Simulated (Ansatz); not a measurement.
**Band gap of InSe (P6₃/mmc, No. 194, 8 atoms in the cell; start mp-20485; a measured phase of this formula has another space group) at several levels of theory**

No measured value is used here.

| level (code) | value (eV) | cell (Å³/atom) |
|---|---|---|
| LDA (Ansatz) | 0.28 | 28.03 |
| PBE (Ansatz) | 0.74 | 33.50 |
| PBEsol (Ansatz) | 0.43 | 29.54 |
| PBE-D3(BJ) (Ansatz) | 0.37 | 29.50 |
| PBE-D4 (Ansatz) | 0.37 | 29.39 |

Computed values are for a static lattice. Spin–orbit coupling is included only where a level's name says +SOC; with heavier elements it mostly lowers gaps and can invert bands.  LDA, PBE, PBEsol, PBE-D3(BJ), PBE-D4: the gap is read on the k mesh or supercell of the run alone and can be too large. LDA, PBE, PBEsol, PBE-D3(BJ), PBE-D4: the relaxation could not lower the start's symmetry, so the cell can be a saddle point above a distorted one. Each level is taken at its own relaxed cell. Ansatz's density-functional and Hartree–Fock values are scalar-relativistic unless marked +SOC, with PAW data made under PBE.

A start named mp-… is a Materials Project structure, which need not be a measured phase.

Ansatz is a first-principles code.
